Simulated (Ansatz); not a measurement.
```yaml
crystal:
  lattice:
    - [15.00000, 0.00000, 0.00000]
    - [0.00000, 11.50000, 0.00000]
    - [0.00000, 0.00000, 3.88834]
  atoms:
    - { symbol: C, position: [0.45664, 0.50000, 0.59831] }
    - { symbol: C, position: [0.54336, 0.50000, 0.73502] }
    - { symbol: S, position: [0.37488, 0.50000, 0.91667] }
    - { symbol: C, position: [0.54336, 0.50000, 0.09831] }
    - { symbol: C, position: [0.45664, 0.50000, 0.23502] }
    - { symbol: S, position: [0.62512, 0.50000, 0.41667] }
```

Level of theory: PBE (plane waves to 420 eV, PAW; Ansatz, a first-principles code). Mesh 1×1×80. No spin polarisation. Periodic along z alone, with about 11 Å of vacuum beside it. A hypothetical model. Symmetry and one short period hold its shape; lower forms weren't sought. Pairing along the axis, which can open a gap, is among the distortions not tried.

Tabulate the two highest filled and two lowest empty levels along the axis, from the valence top.


```
k (2π/c)  v2 (eV)  v1 (eV)  c1 (eV)  c2 (eV)
--------  -------  -------  -------  -------
0.000       -1.05     0.00     1.37     3.06
0.042       -1.05    -0.16     1.51     3.11
0.083       -1.08    -0.52     1.83     3.26
0.125       -1.13    -0.94     2.18     3.39
0.167       -1.40    -1.20     2.54     3.24
0.208       -1.85    -1.30     2.86     3.08
0.250       -2.28    -1.42     2.94     3.15
0.292       -2.67    -1.56     2.81     3.41
0.333       -2.92    -1.72     2.70     3.35
0.375       -2.95    -1.90     2.62     3.10
0.417       -2.83    -2.09     2.57     2.89
0.458       -2.67    -2.29     2.57     2.72
0.500       -2.48    -2.48     2.62     2.62
```
